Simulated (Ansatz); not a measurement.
# Bulk modulus B0 of TaGa3 (I4/mmm, No. 139, 4 atoms in the cell; start mp-11416) at several levels of theory

No measured value is used here.

| level (code) | value (GPa) | cell (Å³/atom) |
|---|---|---|
| LDA (Ansatz) | 151 | 14.96 |
| PBEsol (Ansatz) | 141 | 15.39 |
| r²SCAN (Ansatz) | 143 | 15.56 |

Density-functional levels without +SOC have no spin–orbit coupling. LDA, PBEsol, r²SCAN: the bulk modulus is −V dP/dV from two relaxed cells at ±2 % in volume. LDA, PBEsol, r²SCAN: the relaxation could not lower the start's symmetry, so the cell can be a saddle point above a distorted one. Each level is taken at its own relaxed cell. Cutoffs differ between the levels. Ansatz's density-functional and Hartree–Fock values are scalar-relativistic unless marked +SOC, with PAW data made under PBE.

A start named mp-… is a Materials Project structure, which need not be a measured phase.

Ansatz is an electronic-structure program.
